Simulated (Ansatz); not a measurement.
Be2C (antifluorite type), cell Be64C32, fixed volume of 6.81 Å³/atom; nuclei sampled by path-integral MD with a finite ring of beads (0.5 ps or more). Computed with PBE (plane waves, PAW; Ansatz, a program for electronic structure). One k-point. By the program's own estimate these rings hold the quantum spread of harmonic modes up to 1000 cm⁻¹ to 2.6 % at the worst; if the kinetic energy errs by twice that share (a guess), it is low by up to some 4.8 meV.

| T (K) | beads | 3k_BT/2 (meV) | quantum kinetic energy (meV/atom) | its block error (meV) |
|---|---|---|---|---|
| 100 | 15 | 12.9 | ? | 0.14 |
| 300 | 7 | 38.8 | 63.8 | 0.11 |
| 600 | 5 | 77.6 | 91.7 | 0.06 |

Q: Use an Einstein model of the phonons, K = (3/4)ħω coth(ħω/2k_BT), fixed at the 300 K row, to predict the withheld kinetic energy.

A: K = 63.8 meV at 300 K needs ħω = 77 meV. At 100 K this gives 57.6 meV; the path-integral run gave 56.0 meV, 1.6 meV below the model. That is within the block and bead errors together.
